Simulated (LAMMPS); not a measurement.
LAMMPS 22 Jul 2025, classical MD, Buckingham with full ionic charges: MgO, 110592 atoms.

```text
units metal
atom_style charge
read_data unit.data
replicate 24 24 24
pair_style buck/coul/long 10.0
pair_coeff 1 1 0.0 1.0 0.0
pair_coeff 1 2 1428.5 0.2945 0.0
pair_coeff 2 2 22764.0 0.149 27.88
kspace_style pppm 0.0001
velocity all create 2400 4928 dist gaussian loop geom
fix 1 all nve
fix 2 all langevin 1200 1200 0.04 9876 zero yes
timestep 0.001
thermo 100
run 300
reset_timestep 0
write_restart start.rst
```

```text
read_restart start.rst
pair_style buck/coul/long 10.0
pair_coeff 1 1 0.0 1.0 0.0
pair_coeff 1 2 1428.5 0.2945 0.0
pair_coeff 2 2 22764.0 0.149 27.88
kspace_style pppm 0.0001
neighbor 2.0 bin
neigh_modify every 1 delay 0 check yes
fix 1 all nve
timestep 0.001
thermo_style custom step temp pe etotal press
thermo_modify format float %.10g
thermo 100
group probe id 1:48
dump probe probe custom 1000000 forces.txt id fx fy fz
dump_modify probe sort id format float %.8g
run 150
```

box: 101.1 × 101.1 × 101.1 Å.

start: generated rock salt lattice, warmed in an untimed run.

Compared values: energy and forces of the first step, drift over the run.

Hardware: Arm Neoverse V2, 96 cores on 1 socket, no SMT, 1 L3 cache group.

Times are wall-clock medians of two to five runs, from launch to exit, with nothing else on the machine. Unless noted, each process is bound to its own block of adjacent cores. Build: PyPI wheel: MPICH, OPENMP and OPT packages. Other compilers and libraries give other times. Scratch files lie in a memory file system. A preparatory run goes ahead and isn't timed.

Started as
```bash
# ahead of the timed run: OMP_NUM_THREADS=1 mpirun -np 48 lmp -in in.warm -log none -nocite
OMP_NUM_THREADS=1 mpirun -np 64 lmp -in in.lmp -log log.lammps -nocite
```
(64 ranks, kspace_style = pppm) it takes 2.2 s and 0 neighbour list builds.

Question: How long does it take after this change: kspace_style = ewald?

Answer: About 67 s (2 runs within 1 %): 30× as long. The largest move is in long-range solver (Kspace): 0.53 s to 64 s. Change in the result: energy 0.33 meV/atom, forces on 48 atoms 0.43 meV/Å, drift of the total energy under 0.001 meV an atom.
